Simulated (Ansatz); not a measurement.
Consider InAs in the zinc blende structure (space group F-43m, No. 216; a = 6.1084 Å).

Computed with Ansatz (an electronic-structure program), r2SCAN, PAW, cutoff 500 eV, spin-orbit coupling left out, earlier PAW set.

For the base:

```
Property       Value
--------  ----------
Band gap     0.08 eV
Density   5.53 g/cm³
```

Perturbation: a negative pressure, −2 GPa.

### Question
Estimate the effect on the band gap.

### Answer
The band gap goes from 0.08 eV to zero.

### Question
What happens to the density?

### Answer
The density drops by 0.21 g/cm³ (5.53 g/cm³ → 5.32 g/cm³).

A case with no gap was solved on a k-mesh chosen for an insulator, which is coarse for it. Load acts through the strain it causes; cell and atoms are relaxed under it. Stability against distortions was not tested. All final runs are without spin polarisation. A zero or small gap of InAs can be the functional's error rather than a property of the material.
